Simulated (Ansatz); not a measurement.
```
LiCl
1.0
    3.47350     0.00000     0.00000
    0.00000     3.47350     0.00000
    1.73675    -1.73675     2.58608
Li Cl
1 1
Direct
  0.00000   0.00000   0.00000
  0.50000   0.50000   0.00000
```

No spin polarisation.

Method: Ansatz (an electronic-structure program), PBEsol, PAW, cutoff 420 eV, without spin-orbit coupling. k-mesh 11×11×11 (Γ-centred); smearing 0.05 eV (Fermi–Dirac).

Question: What band gap does the calculation give?

Answer: 6.51 eV.

Question: What is the computed valence-band top at Γ (three highest levels, from the VBM)?

Answer: 0.00, -0.13, -0.13 eV.

Question: Predict the space group.

Answer: I4/mmm (No. 139).

The cells carry an imposed strain or load. Stability against distortions was not tested. The cell was made from LiCl in the rock salt structure (space group Fm-3m, No. 225) by this change: biaxial strain −3.00 %, plane normal [001], relaxed out of plane.
